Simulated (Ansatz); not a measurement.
Take ZrO2 in the fluorite structure (space group Fm-3m, No. 225; a = 5.0641 Å) as the base.

Levels (all Ansatz, a first-principles code, PAW): PBEsol (420 eV, without spin-orbit coupling); HSE06 (420 eV, spin-orbit coupling left out).

The geometry is relaxed with PBEsol.

| Quantity | Result |
|---|---|
| PBEsol lowest conduction level above the VBM at special points | Γ 3.33 eV; X 3.76 eV; L 4.00 eV |

With HSE06 at the same geometry, the lowest conduction level above the VBM at special points becomes Γ 5.03 eV; X 5.44 eV; L 5.73 eV (PBEsol: Γ 3.33 eV; X 3.76 eV; L 4.00 eV).

Single points use the geometry relaxed with PBEsol. HSE06 was sampled on its mesh, a few special points and the semilocal edge points, so its gap is an upper bound. The levels and masses belong to the bands next to the band gap. Stability against distortions was not tested. This is not the structure that ZrO2 has at room temperature and ambient pressure.
